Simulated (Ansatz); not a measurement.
The starting structures come from a database of crystals and need not be the phases stable at ambient conditions.

By PBEsol, the system below comes out a metal.

A figure of merit of an interconnect metal is its ballistic conductance per area.

Given:

```xyz
2
Lattice="3.0421 0.0000 0.0000 0.0000 3.0421 0.0000 0.0000 0.0000 3.0421" Properties=species:S:1:pos:R:3 pbc="T T T"
Al     0.0000     0.0000     0.0000
Ru     1.5211     1.5211     1.5211
```

Space group of this cell: Pm-3m, CsCl type. The cell is strained (all lengths scaled by 1.02); by PBEsol its mean pressure is -12.5 GPa.

The current flows along the normal of the first two printed cell vectors, the (001) plane of the conventional cell. No spin-orbit coupling; the value is a mean over 0.1 eV about the Fermi level.

Give the ballistic conductance per area that PBEsol in Ansatz (a program for electronic structure) yields.

1.2 × 10¹⁵ S/m² for both spins.
